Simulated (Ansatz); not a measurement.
The reference is MgTe in the wurtzite structure (space group P6_3mc, No. 186; a = 4.561 Å, c = 7.413 Å). Axes: x lies along a and z along c of the hexagonal cell.

The values are results of PBEsol (Ansatz, an electronic-structure program), no SOC, not measurements.

Strains are applied to the cell and any free atomic positions relax; under biaxial strain the out-of-plane vector relaxes too; under stress the whole cell relaxes.

One change was made to it. Results:

The electron mass changes from 0.15 mₑ along c, 0.17 mₑ across (at Γ) to 0.15 mₑ out of plane, 0.17 mₑ in plane (at Γ); the gap character remains direct at Γ; the band gap increases by 0.02 eV to 2.41 eV; the valence-band top at Γ (three highest levels, from the VBM) goes from 0.00, -0.02, -0.02 eV to 0.00, 0.00, -0.02 eV.

**Question.** Which of these changes matches the shifts?
A. uniaxial stress, 3 GPa tension along z
B. tensor shear ε_xz = +0.70 %
C. isotropic strain +5.76 %
D. biaxial strain −3.55 %, plane normal [001], relaxed out of plane
E. biaxial strain −0.29 %, plane normal [001], relaxed out of plane

**Answer.** E, biaxial strain −0.29 %, plane normal [001], relaxed out of plane. For comparison, the band gap in the other runs: isotropic strain +5.76 % gives 1.70 eV; tensor shear ε_xz = +0.70 % gives 2.37 eV; biaxial strain −3.55 %, plane normal [001], relaxed out of plane gives 2.30 eV; uniaxial stress, 3 GPa tension along z gives 1.96 eV.

With Te present, leaving out spin-orbit coupling can change the band edges. Effective masses come from finite differences of ±0.01 Å⁻¹. Stability under load was not tested beyond the relaxation. Labels are those of the standard path for the cell's own space group.
